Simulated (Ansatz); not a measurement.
**Worked example: self-consistent single point of Hf₂Si (Fmm2, 6 atoms in the cell) in Ansatz (a first-principles code)**

Level of theory: PBEsol, default PAW files made with PBE (plane waves; Ansatz).

This input was run:

Ansatz 0.2 input:
```yaml
# Hf2Si
crystal:
  lattice:
    - [-3.285176, 3.285176, 2.590573]
    - [3.285176, -3.285176, 2.590573]
    - [3.285176, 3.285176, -2.590573]
  atoms:
    - { symbol: Hf, position: [0.843510, 0.656490, 0.500000] }
    - { symbol: Hf, position: [0.156490, 0.343510, 0.500000] }
    - { symbol: Hf, position: [0.661871, 0.161871, 0.823742] }
    - { symbol: Hf, position: [0.343510, 0.843510, 0.187020] }
    - { symbol: Si, position: [0.750000, 0.750000, 0.000000] }
    - { symbol: Si, position: [0.250000, 0.250000, 0.000000] }
basis:
  ecutwfc: 420.0
kpoints:
  mp_grid: { grid: [5, 5, 5] }
hamiltonian:
  xc: pbesol
  pseudopotentials: { kind: paw }
scf:
  occupations: { method: gaussian, width: 0.1 }
output:
  forces: true
  eigenvalues: true
  stress: true
```

Log, with long lists cut:

```
WARN ansatz: RAYON_NUM_THREADS=1 ignored (pool sized by the plan → 1); use --threads N
Pseudopotentials: kind: paw
Pseudopotential: Hf, paw, valence charge 26
Pseudopotential: Si, paw, valence charge 4
Crystal: 6 atoms, lattice volume = 111.834 Å³
Basis set: ecut = 420 eV, 2153 PW (Γ), exchange–correlation on 72×72×72 points (8 copies of the dense FFT grid, shifted against one another)
Bands: 68, of which v1, the nominal top of the filled ones, is band 56 counted from 1 (55 counted from 0)
Symmetry: 4 space group operations
Space group: Fmm2 (ITA 42), of the structure as read, at distance tolerance 4.8e-5 Å
k-points: 27 of 125 (time reversal used)
PAW frozen core: Hf, regenerated for the run's functional, and the local potential with it
PAW frozen core: Si, regenerated for the run's functional, and the local potential with it
Initial density: superposition of atomic densities (neutral atoms: chi_scale 0, normalization atom), corrected by the library's trained network
Initial wavefunctions: pseudopotential atomic-orbital guess
Eigensolver: davidson
Functional: x = pbesol(κ = 0.804, μ = 0.12345679012345678), c = pbesol(β = 0.046)
SCF iter   1: F=—  HF=-63639.811804 eV  |F-HF|=—  |Δ(HF+E_count)|=         —  Δρ=4.09e-3  dr2=1.52e-2  ethr=1.77e-3  ⟨swp⟩=5.3  Hψ=6175  notcnv=0  defer=18
all-band conjugate gradients solve this SCF's bands
preconditioner: auto → Kerker (q_TF=auto, 2.729 Å⁻¹)
SCF iter   2: F=—  HF=-63639.810301 eV  |F-HF|=—  |Δ(HF+E_count)|=   1.50e-3  Δρ=2.42e-3  dr2=6.34e-3  ethr=1.35e-5  ⟨swp⟩=2.0  Hψ=2209  notcnv=0  defer=21
SCF iter   3: F=—  HF=-63639.809591 eV  |F-HF|=—  |Δ(HF+E_count)|=   7.10e-4  Δρ=6.03e-4  dr2=4.70e-4  ethr=5.66e-6  ⟨swp⟩=2.0  Hψ=2763  notcnv=0  defer=21
SCF iter   4: F=—  HF=-63639.809161 eV  |F-HF|=—  |Δ(HF+E_count)|=   4.30e-4  Δρ=3.03e-4  dr2=9.46e-5  ethr=4.20e-7  ⟨swp⟩=2.0  Hψ=3210  notcnv=0  defer=21
SCF iter   5: F=—  HF=-63639.809122 eV  |F-HF|=—  |Δ(HF+E_count)|=   3.93e-5  Δρ=8.91e-5  dr2=1.20e-5  ethr=8.44e-8  ⟨swp⟩=2.0  Hψ=3096  notcnv=0  defer=21
SCF iter   6: F=—  HF=-63639.809119 eV  |F-HF|=—  |Δ(HF+E_count)|=   3.33e-6  Δρ=2.25e-5  dr2=5.61e-7  ethr=1.07e-8  ⟨swp⟩=2.7  Hψ=3037  notcnv=0  defer=21
SCF iter   7: F=—  HF=-63639.809119 eV  |F-HF|=—  |Δ(HF+E_count)|=   1.53e-7  Δρ=1.46e-5  dr2=3.69e-7  ethr=8.93e-11  ⟨swp⟩=10.9  Hψ=10448  notcnv=0
SCF iter   8: F=-63639.809119 eV  HF=-63639.809119 eV  |F-HF|=6.62e-9  |Δ(HF+E_count)|=   3.80e-7  Δρ=2.55e-6  dr2=9.60e-9  ethr=8.93e-11  ⟨swp⟩=4.0  Hψ=8377  notcnv=0
SCF 1 converged in 8 iterations: F = -63639.809119 eV  dr2 = 9.60e-9
SCF converged after 8 iterations
Free energy (F): -63639.809119 eV
Harris-Foulkes:  -63639.809119 eV  (|F-HF|=6.62e-9)
Internal energy: -63639.795676 eV  (E = F + TS)
E sigma→0 (E₀):  -63639.802397 eV
Entropy (-TS):   -0.013443 eV (-2.240 meV/atom)
Fermi energy:    18.044851 eV
--- Per-component energies (eV) ---
  E_band       = 101.758461
  E_kinetic    = 1779.331823
  E_local      = -22205.076614  (includes V_loc(G=0)·N_el)
  E_nonlocal   = -4903.761717
  E_hartree    = 10458.155667
  E_xc         = -1303.049521
  E_vxc        = -1161.387102  (∫ρ·V_xc dr)
  E_paw        = -28225.360162  (= ΣΔE_a)
  E_vpaw       = 5676.334304  (= ΣTr[D̂ρ^β])
  E_aug_tail   = 0.000006  (compensation charges beyond the density's cutoff)
  E_ewald      = -19245.102645
  E_core_change = 5.067488  (= ΣΔE_core)
  E_smearing   = -0.013443  (= −TS)
  E_closure    = 0.000000  (closes the sum)
  Σ components = -63639.809119   (vs F -63639.809119, Δ=0.00e0)
--- Forces (eV/Å), atoms counted from 1 ---
  atom   1  Hf     0.02646092     0.05746220     0.00000000
  atom   2  Hf     0.05746220     0.02646092     0.00000000
  atom   3  Hf    -0.27787240    -0.27787240     0.00000000
  atom   4  Hf     0.13250433     0.13250433     0.00000000
  atom   5  Si     0.03072140     0.03072140     0.00000000
  atom   6  Si     0.03072140     0.03072140     0.00000000
  max |Σ_I F_I| component: 2.15e-6 eV/Å
--- Stress (GPa, compression-positive) ---
       -3.562181      -0.394005       0.000000
       -0.394005      -3.562181      -0.000000
        0.000000       0.000000      -3.717918
  P = ⅓ Tr σ = -3.6141 GPa (-36.141 kbar)
  The stress holds the Pulay correction. Without it, at fixed plane waves, as pw.x and ABINIT print it: P = -3.6542 GPa
--- Band table (eV; the first three rows and the last of 27) ---
  k-point 0: bands = ["-43.3271", "-43.2948", "-43.2579", "-43.2558", "-12.2315", "-12.1930", "-12.1183", "-12.1162", "-12.1154", "-12.0916", "-11.9964", "-11.9644", "-11.9454", "-11.6610", "-11.6550", "-11.6360", "6.6668", "6.6977", "6.7021", [...]
  k-point 1: bands = ["-43.3230", "-43.2941", "-43.2627", "-43.2558", "-12.2364", "-12.1936", "-12.1623", "-12.1162", "-12.0922", "-12.0656", "-11.9982", "-11.9631", "-11.8845", "-11.7050", "-11.6747", "-11.6371", "6.6790", "6.6966", "6.7015", [...]
  k-point 2: bands = ["-43.3156", "-43.2905", "-43.2737", "-43.2558", "-12.2483", "-12.2114", "-12.1299", "-12.0979", "-12.0931", "-12.0414", "-12.0373", "-11.9392", "-11.7910", "-11.7900", "-11.7173", "-11.6393", "6.6926", "6.6939", "6.6962", [...]
  k-point 26: bands = ["-43.2993", "-43.2878", "-43.2751", "-43.2734", "-12.3080", "-12.2288", "-12.1848", "-12.0705", "-12.0183", "-11.9954", "-11.9718", "-11.9128", "-11.7861", "-11.7676", "-11.7594", "-11.7401", "6.6880", "6.7031", "6.7049", [...]
```

The run converged in 8 iterations.

The starting cell comes from a database of computed structures (which also holds hypothetical and non-ambient phases and stackings), without a prior relaxation at this level. Its lattice was rescaled by up to half a per cent. One atom was moved a little off its site on purpose. Spin-orbit coupling is off. With a pressure of about -4 GPa the cell is away from its equilibrium volume at this level. Ansatz's pressure includes its estimate of the finite-basis (Pulay) stress.
